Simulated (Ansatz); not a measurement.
The starting structures come from a database of crystals and need not be the phases stable at ambient conditions.

By PBEsol, the system below comes out a metal.

Without scattering a metal conducts by its projected Fermi surface.

```
MoRuP
1.0
    3.87470     0.00000     0.00000
    0.00000     6.93924     0.00000
    0.00000     0.00000     6.00745
Mo P Ru
4 4 4
Cartesian
  0.96867   4.64423   5.85294
  2.90602   2.29501   0.15451
  2.90602   1.17461   3.15824
  0.96867   5.76463   2.84921
  2.90602   4.27547   1.53316
  0.96867   2.66377   4.47429
  0.96867   0.80585   1.47056
  2.90602   6.13339   4.53689
  2.90602   3.94995   3.84465
  0.96867   2.98929   2.16280
  0.96867   0.48033   5.16653
  2.90602   6.45891   0.84092
```

The cell is taken as given; by PBEsol it stands under a pressure of -4.1 GPa.

The current flows along the normal of the first two printed cell vectors. No spin-orbit coupling; the value is a mean over 0.1 eV about the Fermi level.

Task: Estimate the ballistic conductance per area that PBEsol in Ansatz (a quantum-chemistry and plane-wave program) returns for this system.

Result: 0.50 × 10¹⁵ S/m² for both spins.
